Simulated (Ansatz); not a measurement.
What a tighter setting buys: basis.ecutwfc, Y₂Sb (Pnma, 12 atoms in the cell)

Cell: a = 6.6339 Å, b = 5.0422 Å, c = 9.5894 Å, α = 90.00°, β = 90.00°, γ = 90.00°.

Computed with PBE (plane waves, PAW; Ansatz, a quantum-chemistry and plane-wave program).

Base settings: basis.ecutwfc = 420 eV; kpoints.mp_grid.grid = 3 3 2; hamiltonian.xc = pbe; hamiltonian.pseudopotentials = {kind: paw} (the program's default PAW files); scf.occupations.method = cold; scf.occupations.width = 0.272 eV.

Misses are taken against the tightest run, 840 eV, which need not be fully converged itself. The energy is the free energy per atom.

The count of work is k-points × plane waves × bands × iterations; it is no time, and leaves out set-up, grids and terms that scale otherwise. 

Ansatz's pressure holds its estimate of the finite-basis (Pulay) stress, which hides part of the cutoff error; the uncorrected pressure shows it.

The starting cell was generated: these elements placed on a structure prototype, without a prior relaxation; it need not be a known phase or ordering of this composition. Ansatz's pressure includes its estimate of the finite-basis (Pulay) stress. Without a gap this mesh is coarse (it stands for a supercell whose shortest vector is 15 Å).

| basis.ecutwfc | energy less reference (meV/atom) | pressure less reference (GPa) | largest difference in the force on any atom (eV/Å) | uncorrected pressure less reference (GPa) | count of work / reference |
|---|---|---|---|---|---|
| 170 eV | 13138.71 | -0.30 | 0.135 | -359.28 | 0.11 |
| 210 eV | 2494.96 | 0.47 | 0.080 | -89.11 | 0.12 |
| 250 eV | 427.73 | -0.05 | 0.016 | -19.51 | 0.16 |
| 295 eV | 49.63 | 0.00 | 0.003 | -3.04 | 0.18 |
| 335 eV | 5.17 | 0.01 | 0.001 | -0.39 | 0.25 |
| 380 eV | 1.00 | 0.00 | 0.000 | -0.01 | 0.30 |
| 420 eV | 0.68 | 0.00 | 0.000 | -0.01 | 0.35 |
| 485 eV | 0.16 | 0.00 | 0.000 | -0.01 | 0.44 |
| 545 eV | 0.05 | 0.00 | 0.000 | 0.00 | 0.52 |
| 630 eV | 0.03 | 0.00 | 0.000 | 0.00 | 0.65 |
| 735 eV | 0.01 | 0.00 | 0.000 | 0.00 | 0.82 |
| 840 eV | 0.00 | 0.00 | 0.000 | 0.00 | 1.0 |

Coarsest setting among those run that, with all tighter ones, holds the energy within 10 meV/atom of the reference: 335 eV, off by 5.2 meV/atom; it needs 0.25 of the reference's count of work.

Coarsest setting among those run that, with all tighter ones, holds the energy within 0.5 meV/atom of the reference: 485 eV, off by 0.16 meV/atom; it needs 0.44 of the reference's count of work.

Smallest miss in the energy for at most 0.2 times the reference's count of work: 295 eV, with a miss of 50 meV/atom at a count of 0.18.

The step from 210 eV to 630 eV: it takes the miss in the energy from 2500 to 0.03 meV/atom, for 5.2 times the count of work.

Keys are those of Ansatz 0.2.
